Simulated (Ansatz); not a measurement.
SiC under load (space group I-4m2), r2SCAN with spin-orbit coupling, rigid bands (Ansatz, a quantum-chemistry and plane-wave program). Condition of this run: uniaxial stress zz = -1 GPa (compression positive) (the target of the relaxation). Band gap 1.69 eV, N_c = 1.10e19 cm⁻³ and N_v = 9.93e19 cm⁻³ at 300 K, conductivity masses along y (a = (0.00, 2.18, 2.18) Å; b = (2.18, 0.00, 2.18) Å; c = (2.18, 2.18, 0.00) Å) of 0.323 mₑ (electrons) and 0.669 mₑ (holes). Take k_BT = 0.02585 eV.

### Question
What thermal injection velocity √(2k_BT/πm) limits a ballistic channel along the direction named?

### Answer
9.47e6 cm/s for electrons and 6.58e6 cm/s for holes, a ratio of √(m_h/m_e) = 1.44, for dilute carriers.

### Question
Find the intrinsic carrier density and the intrinsic Fermi level.

### Answer
n_i = √(N_c N_v) exp(−E_g/2k_BT) = 3.30e19 × exp(−32.69) = 2.1e5 cm⁻³. The level lies (k_BT/2) ln(N_v/N_c) = 28 meV from mid-gap (positive towards the conduction band). Each 0.1 eV added to the gap lowers n_i by a factor of 6.9.

### Question
What built-in voltage has an abrupt junction with N_A = 1e17 and N_D = 1e18 cm⁻³, all dopants ionised?

### Answer
V_bi = E_g/e − (k_BT/e) ln(N_c N_v/(N_A N_D)) = 1.69 − 0.02585 × 9.30 = 1.45 V, for the computed gap.

Rigid bands with the computed gap; masses take one relaxation time for all states.
